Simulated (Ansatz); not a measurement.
How the enthalpy of formation of TaGe (model structure, from the WC type, P-6m2, No. 187) moves with the method

No measured value is used here.

```
level (code)         value (eV/atom)
-------------------  ---------------
PBE (Ansatz)                  -0.136
PBEsol (Ansatz)               -0.208
PBE-D3(BJ) (Ansatz)           -0.207
r²SCAN (Ansatz)               -0.122
HSE06 (Ansatz)                -0.185
```

Density-functional levels without +SOC have no spin–orbit coupling, which shifts binding energies of heavy elements. HSE06: hybrids on metals are sensitive to the k mesh and can open a false gap. Values are at the level's own equilibrium cell; HSE06 at the r²SCAN cell. Ansatz's density-functional and Hartree–Fock values are scalar-relativistic unless marked +SOC, with PAW data made under PBE.

A model structure was made by putting elements into a prototype or built by hand; it is no filed structure, need not be a known phase, and can be a saddle point held by its symmetry.

Ansatz is a quantum-chemistry and plane-wave program.
